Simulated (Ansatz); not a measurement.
The parent structure is CdSe in the wurtzite structure (space group P6_3mc, No. 186).

```yaml
crystal:
  lattice:
    - [4.24755, 0.00000, 0.00000]
    - [-2.12377, 3.67848, 0.00000]
    - [0.00000, 0.00000, 6.94096]
  atoms:
    - { symbol: Cd, position: [0.33333, 0.66667, 0.00031] }
    - { symbol: Cd, position: [0.66667, 0.33333, 0.50031] }
    - { symbol: Se, position: [0.33333, 0.66667, 0.37569] }
    - { symbol: Se, position: [0.66667, 0.33333, 0.87569] }
```

Cartesian axes are those of the cell as printed.

The values are results of LDA, PAW, 420 eV (Ansatz, a program for electronic structure; no spin-orbit coupling), not measurements.

Base values:

| Quantity | Result |
|---|---|
| Valence-band top at Γ | 0.00, 0.00, -0.07 eV |

One thing is altered: uniaxial strain ε_zz = +2.40 %, all other strain components held at zero, atoms relaxed at fixed cell.

What happens to the energy relative to the base, largest internal atomic displacement, stress and valence-band top at Γ?

The energy rises by 4.3 meV/atom; the largest internal atomic displacement amounts to 0.017 Å; the stress (xx, yy, zz, yz, xz, xy; compression positive) amounts to (-0.92, -0.92, -2.12, 0.00, 0.00, 0.00) GPa; the valence-band top at Γ (three highest levels, from the VBM) becomes 0.00, 0.00, -0.17 eV (base: 0.00, 0.00, -0.07 eV).

The levels and masses belong to the bands next to the band gap. Whether these cells are dynamically stable was not tested.
